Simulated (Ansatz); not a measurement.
Consider Mg2Sn (space group Fm-3m, No. 225; a = 6.747 Å; relaxed with 0.1 eV smearing). Axes: x, y, z lie along the cube axes.

The values are results of Kohn–Sham DFT with the PBEsol functional, run in Ansatz (a quantum-chemistry and plane-wave program) with PAW and 420 eV plane waves, no spin-orbit coupling, not measurements.

Perturbation: the cell is scaled by 1.0150 in all directions; the atoms relax in the strained cell.

Problem. Predict the stress tensor and what it implies for the stiffness.

Solution. Stress of the strained cell less that of the base (GPa, compression positive):
```
   -1.8     0.0     0.0
    0.0    -1.8     0.0
    0.0     0.0    -1.8
```

Then B = −ΔP/(ΔV/V₀) with ΔV/V₀ = 0.0457 gives secant stiffness values (nonlinear terms included at this strain): B ≈ 39 GPa.

As a check, the harmonic strain energy −½ V₀ Δσ:ε is 6.3 meV/atom; the computed energy rise is 6.7 meV/atom.

Whether these cells are dynamically stable was not tested.
